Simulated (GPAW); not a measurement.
# How far to go with the k-point mesh: HgTe (R3m, 2 atoms in the cell)

```yaml
crystal:
  lattice:
    - [0.00000, 3.21385, 3.21385]
    - [3.21385, 0.00000, 3.21385]
    - [3.21385, 3.21385, 0.00000]
  atoms:
    - { symbol: Hg, position: [0.00449, 0.00449, 0.00449] }
    - { symbol: Te, position: [0.25000, 0.25000, 0.25000] }
```

Method: PBEsol, GPAW PAW datasets PBEsol (made by gpaw-setup) (plane waves; GPAW).

Base settings: mode = pw; ecut = 550 eV; xc = PBEsol; kpts = 3 3 3; mesh shift (steps) = 0 0 0; occupations.name = fermi-dirac; occupations.width = 0.01 eV; nbands = -6; convergence.density = 1e-05 e/electron; convergence.energy = 1e-05 eV/electron.

Moved along: nbands, convergence.bands.

Only quantities that move along the ladder and can be compared are tabulated.

The count of work is k-points × plane waves × bands × iterations; it is no time. Core times come from one kind of shared machine, to one figure; runs under 30 s give none.

The starting cell has typed, rounded lattice constants, without a prior relaxation at this level. Its lattice was rescaled by up to half a per cent. One atom was moved a little off its site on purpose. In the base run, with a pressure of about 3 GPa the cell is away from its equilibrium volume at this level. The run gives no clean gap (levels at the Fermi energy touch, overlap or are partly filled at this smearing), which alone does not show that the compound is a metal. Without a gap this mesh is coarse (it stands for a supercell whose shortest vector is 14 Å).

Steps (kpts): 2 2 2; 3 3 3; 4 4 4; 6 6 6; 7 7 7; 9 9 9; 10 10 10; 13 13 13; 16 16 16; 19 19 19; 24 24 24.

### Question
What is the coarsest kpts that holds the pressure within 1 GPa of the last step, with all finer ones?

### Answer
4 4 4, at 0.0099 of the last step's count of work; the step before is off by 1.5 GPa.

### Question
What is the coarsest kpts that holds the free energy within 2 meV/atom of the last step, with all finer ones?

### Answer
9 9 9, at 0.064 of the last step's count of work and about 0.08 of the last step's time; the step before is off by 3.0 meV/atom.

### Question
What is the coarsest kpts that holds the forces within 0.005 eV/Å of the last step, with all finer ones?

### Answer
6 6 6, at 0.026 of the last step's count of work; the step before is off by 0.006 eV/Å.

| kpts | free energy less the last step's (meV/atom) | pressure (GPa) | largest difference of a force vector from the last step's (eV/Å) | count of work / last | core time / last (rough) |
|---|---|---|---|---|---|
| 2 2 2 | 727.15 | 7.28 | 0.009 | 0.0061 | – |
| 3 3 3 | 167.70 | 3.22 | 0.009 | 0.0054 | – |
| 4 4 4 | 49.50 | 2.26 | 0.006 | 0.0099 | – |
| 6 6 6 | 6.85 | 1.85 | 0.003 | 0.026 | – |
| 7 7 7 | 3.01 | 1.80 | 0.002 | 0.041 | – |
| 9 9 9 | 0.71 | 1.77 | 0.001 | 0.064 | 0.08 |
| 10 10 10 | 0.38 | 1.77 | 0.001 | 0.098 | 0.2 |
| 13 13 13 | 0.07 | 1.77 | 0.000 | 0.18 | 0.2 |
| 16 16 16 | 0.02 | 1.77 | 0.000 | 0.32 | 0.3 |
| 19 19 19 | 0.00 | 1.77 | 0.000 | 0.51 | 0.5 |
| 24 24 24 | 0.00 | 1.77 | 0.000 | 1.0 | 1 |
